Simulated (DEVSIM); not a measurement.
System: Schottky contact on p-type Si, at 300 K.

```
layer (left to right)  material  thickness (μm)  Na (cm⁻³)  τn (s)  τp (s)
---------------------  --------  --------------  ---------  ------  ------
1                            Si            4.60       1e17  7.5e-6  7.5e-6
```

Left contact: Schottky, work function 4.464 eV, emission velocity 1.2e7 cm/s. Right contact: ohmic. Voltage is applied to the left contact. Recombination: SRH at mid-gap. Mobility is μmin + (μ − μmin)/(1 + (N/Nref)^α).

This is a model device: material constants are rounded textbook-type values typed into the input, and sizes, dopings and lifetimes were drawn at random. Values at 300 K; Nc and Nv go as T^1.5, mobilities as T to minus their exponent, the gap by Varshni's rule with the affinity fixed.

```
parameter               Si
----------------  --------
gap (eV)             1.124
affinity (eV)         4.05
permittivity          11.7
Nc (cm⁻³)          2.86e19
Nv (cm⁻³)           3.1e19
μn (cm²/Vs)           1417
μp (cm²/Vs)            470
μn,min                  52
μp,min                  45
Nref,n              9.7e16
Nref,p              2.2e17
αn                    0.68
αp                    0.72
T exponent of μn       2.3
T exponent of μp       2.2
Varshni α (eV/K)  0.000473
Varshni β (K)          636
```

DEVSIM, 1D drift-diffusion, Boltzmann statistics, complete ionisation; no tunnelling, impact ionisation, image-force lowering or self-heating. Metal contacts follow the ideal Schottky-Mott rule: no Fermi-level pinning, no interface dipoles.

The temperature was swept, all else fixed.

```json
[
 {"temperature (K)": "250", "potential step across the device at zero bias (V)": "0.604", "largest field in the device at zero bias (V/cm)": "130000", "dark forward voltage at 100 A/cm² (V)": "0.457"},
 {"temperature (K)": "300", "potential step across the device at zero bias (V)": "0.562", "largest field in the device at zero bias (V/cm)": "130000", "dark forward voltage at 100 A/cm² (V)": "0.389"},
 {"temperature (K)": "350", "potential step across the device at zero bias (V)": "0.517", "largest field in the device at zero bias (V/cm)": "120000", "dark forward voltage at 100 A/cm² (V)": "0.320"},
 {"temperature (K)": "400", "potential step across the device at zero bias (V)": "0.470", "largest field in the device at zero bias (V/cm)": "120000", "dark forward voltage at 100 A/cm² (V)": "0.249"},
 {"temperature (K)": "450", "potential step across the device at zero bias (V)": "0.421", "largest field in the device at zero bias (V/cm)": "110000", "dark forward voltage at 100 A/cm² (V)": "0.181"},
 {"temperature (K)": "500", "potential step across the device at zero bias (V)": "0.371", "largest field in the device at zero bias (V/cm)": "___", "dark forward voltage at 100 A/cm² (V)": "___"}
]
```

Problem. What belongs in the gaps?

Solution. 
- 500, largest field in the device at zero bias (V/cm): 100000
- 500, dark forward voltage at 100 A/cm² (V): 0.116
